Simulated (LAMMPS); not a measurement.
MD of Cu (fcc) at zero pressure, 2048 atoms, as a liquid; each row is its own run.

All values are model results, not measurements: classical MD, pair style eam/fs, file CuZr_mm.eam.fs (LAMMPS).

| T (K) | volume (Å³/atom) |
|---|---|
| 950 | 12.753 |
| 1090 | 12.868 |
| 1220 | 12.979 |
| 1360 | 13.118 |
| 1490 | 13.258 |
| 1770 | 13.586 |
| 1900 | 13.771 |
| 2170 | 14.170 |

**Question.** Fit a straight line, y = a + b x, to these rows (x is the first column, y the second) and predict the run at x = 1700.

**Answer.** Least squares gives a = 11.589 and b = 0.001154. At x = 1700 the fit predicts 13.551 Å³/atom. The run itself gave 13.495 ± 0.003 Å³/atom, so the fit is 0.41 % high.

Caution (rows 950; 1090; 1220): this liquid lies under the melting point of about 1370 K that EAM-type CuZr_mm.eam.fs gives, so it is undercooled.
